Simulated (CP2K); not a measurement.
Worked example: self-consistent single point of ZrAs (P6_3/mmc, 8 atoms in the cell) in CP2K.

Method: LDA (Pade form), GPW, DZVP-MOLOPT-SR-GTH basis, GTH-PADE potentials (GTH_POTENTIALS) (CP2K 2026.2).

```
CELL_PARAMETERS angstrom
      3.87005     0.00000     0.00000
     -1.93502     3.35156     0.00000
      0.00000     0.00000    13.02050
ATOMIC_POSITIONS crystal
  Zr 0.33333 0.66667 0.11654
  Zr 0.66667 0.33333 0.88346
  Zr 0.66667 0.33333 0.61654
  Zr 0.33333 0.66667 0.38346
  As 0.00000 0.00000 0.00000
  As 0.00000 0.00000 0.50000
  As 0.33333 0.66667 0.75000
  As 0.66667 0.33333 0.25000
```

Reference input (self-consistent single point, DFT PBEsol, GPW, DZVP-MOLOPT-SR-GTH basis, GTH-PBE potentials (GTH_POTENTIALS)): CUTOFF = 500 Ry; REL_CUTOFF = 50 Ry; SMEAR/METHOD = GAUSSIAN; SIGMA = 0.1 eV; KPOINTS/SCHEME = MONKHORST-PACK 5 5 2; GAMMA_CENTERED = T; XC_FUNCTIONAL = PBE:PBESOL; Zr/BASIS_SET = DZVP-MOLOPT-SR-GTH-q12; Zr/POTENTIAL = GTH-PBE-q12; As/BASIS_SET = DZVP-MOLOPT-SR-GTH-q5; As/POTENTIAL = GTH-PBE-q5; METHOD = GPW. This run's input differs from it in these lines:

```diff
@@ -44,6 +44,3 @@
     &XC
-      &XC_FUNCTIONAL
-        &PBE
-          PARAMETRIZATION PBESOL
-        &END PBE
+      &XC_FUNCTIONAL PADE
       &END XC_FUNCTIONAL
@@ -85,3 +82,3 @@
       BASIS_SET DZVP-MOLOPT-SR-GTH-q12
-      POTENTIAL GTH-PBE-q12
+      POTENTIAL GTH-PADE-q12
     &END KIND
@@ -89,3 +86,3 @@
       BASIS_SET DZVP-MOLOPT-SR-GTH-q5
-      POTENTIAL GTH-PBE-q5
+      POTENTIAL GTH-PADE-q5
     &END KIND
```

Output (repeated stretches shortened):

```
 SCF WAVEFUNCTION OPTIMIZATION

  Step     Update method      Time    Convergence         Total energy    Change
     1 NoMix/Diag. 0.30E+00      -     1.88374899      -215.7805193749 -2.16E+02
     2 Broy./Diag. 0.30E+00      -     0.03734240      -217.0042511158 -1.22E+00
     3 Broy./Diag. 0.30E+00      -     0.11030232      -215.6524510911  1.35E+00
     4 Broy./Diag. 0.30E+00      -     0.01361222      -214.6300664465  1.02E+00
     5 Broy./Diag. 0.30E+00      -     0.00729566      -214.6308522678 -7.86E-04
     6 Broy./Diag. 0.30E+00      -     0.00166341      -214.5712510983  5.96E-02
   [... 6 lines left out ...]
    13 Broy./Diag. 0.30E+00      -     0.00001828      -214.5953705574  3.64E-05
    14 Broy./Diag. 0.30E+00      -     0.00000244      -214.5952828208  8.77E-05
    15 Broy./Diag. 0.30E+00      -     0.00000174      -214.5952092121  7.36E-05
    16 Broy./Diag. 0.30E+00      -     0.00000023      -214.5951902592  1.90E-05
  *** SCF run converged in    16 steps ***

  Overlap energy of the core charge distribution:               0.00000000004961
  Self energy of the core charge distribution:               -399.96516876221057
  Core Hamiltonian energy:                                     87.64097188364525
  Hartree energy:                                             127.59832894615172
  Exchange-correlation energy:                                -29.86883457211413
  Smearing free energy correction:                             -0.00048775559444
  Fermi energy:                                                 0.33709934640241

  Total energy:                                              -214.59519025922000
  Total energy (extrapolated to sigma->0):                   -214.59494638142277

                     Mulliken Population Analysis

   [... lines left out ...]

 STRESS| Analytical stress tensor [bar]
 STRESS|                        x                   y                   z
 STRESS|      x       -9.33054526382E+04  -3.51561753343E-02   1.78259375121E-07
 STRESS|      y       -3.51561753343E-02  -9.33055906151E+04  -3.18585570292E-03
 STRESS|      z        1.78259375121E-07  -3.18585570292E-03  -9.29332290422E+04
 STRESS| 1/3 Trace                                            -9.31814240985E+04
```

The run converged in 16 iterations. Against the reference run the pressure goes from -5.38 to -9.32 GPa and the largest force goes from 0.186 to 0.215 eV/Å.

The starting cell comes from a database of computed structures (which also holds hypothetical and non-ambient phases and stackings), without a prior relaxation at this level. Its lattice was rescaled by a random factor within 2.5 % of one. Values carry the incompleteness of an atom-centred basis. With a pressure of about -9 GPa the cell is away from its equilibrium volume at this level.

Cost on one core of a shared machine: roughly 4 min.
